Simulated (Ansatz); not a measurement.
# hcp Ti (1 1 0) on zinc-blende BN (1 1 1) (film strained to the substrate, started from cuts of the bulks and a machine-learned relaxation; slabs B28N28 and Ti14, which can lie off the formulas)

A periodic stack without vacuum, hcp Ti (1 1 0) on zinc-blende BN (1 1 1) (film strained to the substrate, started from cuts of the bulks and a machine-learned relaxation; slabs B28N28 and Ti14, which can lie off the formulas): substrate slab B28N28, film Ti14, surface cells [[-2, 1], [0, -2]] and [[1, 0], [0, 1]], film strained by -4.6 and +0.7 %, outermost planes N/B and Ti/Ti as cut, which need not be the usual terminations and can put a slab off its formula.

The start was prepared with a machine-learned potential, and the result is one local minimum, with the in-plane cell held and forces under 0.04 eV/Å; the film can end far from its bulk form.

Computed with PBE (plane waves to 420 eV, PAW; Ansatz, a program for electronic structure). Scalar-relativistic, without spin–orbit coupling; the runs are not spin-polarised; PBE gaps are too small against experiment. Its k-point mesh 6×5×1, Fermi–Dirac width 0.05 eV.

| Property | Value |
|---|---|
| interface area | 22.8 Å² |
| period | 25.26 Å |
| heights between the nearest atoms of the two slabs at the two interfaces | -0.80 and 0.86 Å |
| B–Ti contacts across the interfaces within 1.22 times the sum of covalent radii | 23, mean 2.58 Å |
| N–Ti contacts across the interfaces within 1.22 times the sum of covalent radii | 14, mean 2.33 Å |
| estimate of the barrier | withheld, since the two interfaces are unlike |
| slope of the mean potential energy in the substrate | +2.6 MV/cm × e |

```
TiB2N2
1.0
    4.43946     0.00002    -0.02848
    0.00013     5.12624     0.02253
   -0.17472    -1.81005    25.24993
B N Ti
28 28 14
Cartesian
  0.61922   1.20930   2.01457
  0.45231   3.79804   1.99565
  2.83960   5.07376   2.01108
  2.67613   2.47748   1.96994
  2.03894   3.77644   4.08616
  2.06259   1.20225   4.11223
  4.25765   2.48335   4.06856
  4.28031  -0.06878   4.09205
  3.54690   1.20033   6.18280
  3.54014   3.75947   6.18350
  1.32663  -0.08589   6.19085
  1.32133   2.48143   6.19201
  0.59609   3.74893   8.30008
  0.59864   1.18967   8.29164
  2.81742   2.47166   8.28016
  2.81776  -0.09297   8.26923
  2.09130   1.18831  10.37606
  2.09369   3.74081  10.37937
  4.30597  -0.11045  10.34603
  4.31249   2.46124  10.37628
  3.57052   3.70256  12.49352
  3.56825   1.16197  12.46708
  1.39396   2.48469  12.52550
  1.35419  -0.10903  12.40382
  1.11036   0.96620  14.48503
  0.62199   4.24905  14.55713
  2.40413  -0.41480  14.56336
  3.67337   4.07181  15.72039
  2.09034   2.32295   0.41327
  3.26405   4.97626   0.45832
  1.02251   1.31266   0.48337
 -0.13225   3.93965   0.45529
  4.27959  -0.05204   2.54503
  4.22965   2.48272   2.46674
  2.01099   3.79118   2.47403
  2.06286   1.19971   2.56545
  1.30906   2.48875   4.60962
  1.31874  -0.07868   4.62637
  3.53892   1.20684   4.62032
  3.52762   3.76691   4.60186
  2.80825  -0.08619   6.69934
  2.80584   2.47853   6.70700
  0.58493   3.75673   6.72656
  0.58997   1.19677   6.71994
  4.30028   2.46545   8.79724
  4.29903  -0.09724   8.77783
  2.08264   1.19088   8.80371
  2.08069   3.74880   8.80929
  1.35317  -0.09953  10.86912
  1.35284   2.47335  10.91970
  3.57202   3.73655  10.89748
  3.57896   1.15965  10.89356
  2.86762   2.41898  12.97983
  2.79730  -0.17243  12.99637
  0.67512   1.19010  13.00181
  0.59474   3.80206  13.02603
  1.45548   2.96833  16.14217
  3.49249   1.61701  14.90877
  1.38806   0.42341  16.54619
  3.64620   2.13070  17.54304
  1.44349   3.02629  18.91247
  3.65988  -0.49200  18.29118
  1.44500   0.49734  19.87264
  3.66474   2.23881  20.34967
  1.46201  -2.04614  21.73121
  3.67632  -0.30135  21.50257
  1.51184   0.52389  22.98688
  3.69318   2.45946  23.18561
  1.39586  -2.45290  24.78880
  3.64073   0.05462  24.75452
```
